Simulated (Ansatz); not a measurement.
Given:

```
CELL_PARAMETERS angstrom
      0.00000     2.39547     2.39547
      2.39547     0.00000     2.39547
      2.39547     2.39547     0.00000
ATOMIC_POSITIONS crystal
  Ca 0.00000 0.00000 0.00000
  O  0.50000 0.50000 0.50000
```

No spin polarisation.

Computed with Kohn–Sham DFT with the PBEsol functional, run in Ansatz (an electronic-structure program) with PAW and 420 eV plane waves, without spin-orbit coupling. Γ-centred 12×12×12 mesh, Fermi–Dirac width 0.05 eV.

Question: Predict the smallest direct gap.

Answer: 3.93 eV.

Question: Estimate the gap character.

Answer: Indirect, Γ → X.

Question: What hole mass (degenerate bands, along [100]) does the calculation give?

Answer: 0.37, 2.8, 2.8 mₑ (at Γ).

Question: Estimate the band gap.

Answer: 3.55 eV.

The cells carry an imposed strain or load. Effective masses come from finite differences of ±0.01 Å⁻¹. Whether these cells are dynamically stable was not tested. The cell was made from CaO in the rock salt structure (space group Fm-3m, No. 225) by this change: isotropic strain +0.50 %.
